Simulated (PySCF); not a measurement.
PySCF 2.14.0, PBE/def2-svp, df: CN(C)[SiH2][Si](F)(F)F, 16 atoms. The geometry is a generated start, not checked to be a minimum at this level.

task: energy
method: pbe
basis: def2-svp
two-electron scheme: density fitting
mol.max_memory: 3000 MB
mf.max_cycle: 100
mf.conv_tol: 1e-09 (default)
mf.grids.level: 3 (default)
basis functions: 160
grid points: 201752

```xyz
16

Si     2.4059    -0.0390     0.3489
F      2.4578     0.4727     1.8612
F      3.7762    -0.8499     0.2594
F      2.7748     1.3054    -0.4319
Si     0.5149    -1.1496    -0.3193
N     -0.9367    -0.2306    -0.2203
C     -1.2257     0.8018    -1.1908
C     -1.5611     0.0320     1.0570
H      0.6301    -1.5271    -1.7333
H      0.2865    -2.3155     0.5421
H     -0.8192     0.5178    -2.1583
H     -2.3079     0.9198    -1.2864
H     -0.8000     1.7696    -0.9006
H     -2.6373     0.1593     0.9177
H     -1.1659     0.9410     1.5285
H     -1.3925    -0.8078     1.7262
```

With the defaults (mf.DIIS = CDIIS, mf.diis = true, mf.init_guess = minao, newton = off, mf.diis_space = 8, mf.diis_damp = 0) it converges in 13 Fock builds. One run each on 2 threads, 1 BLAS thread, with these changes:
- mf.diis_damp = 0.3
- mf.diis_space = 12
- newton = Hessian by the SCF's own integrals
- mf.init_guess = huckel
- mf.DIIS = EDIIS
- mf.init_guess = 1e
- mf.init_guess = mod_huckel
- mf.diis = false
- mf.diis_space = 5

Q: Which of these changes keep the SCF from converging, or lead it to another solution?

A: No convergence: mf.DIIS = EDIIS; mf.diis = false (the run ends without SCF convergence in 100 cycles). The rest reach the solution of the defaults.

```tsv
setting	Fock builds	end
mf.diis_damp = 0.3	12	same solution
the defaults	13	same solution
mf.diis_space = 12	13	same solution
mf.diis_space = 5	15	same solution
mf.init_guess = huckel	18	same solution
mf.init_guess = mod_huckel	18	same solution
mf.init_guess = 1e	21	same solution
newton = Hessian by the SCF's own integrals	33	same solution
mf.DIIS = EDIIS	101	no convergence
mf.diis = false	101	no convergence
```

Under newton the count holds the products with the orbital Hessian.
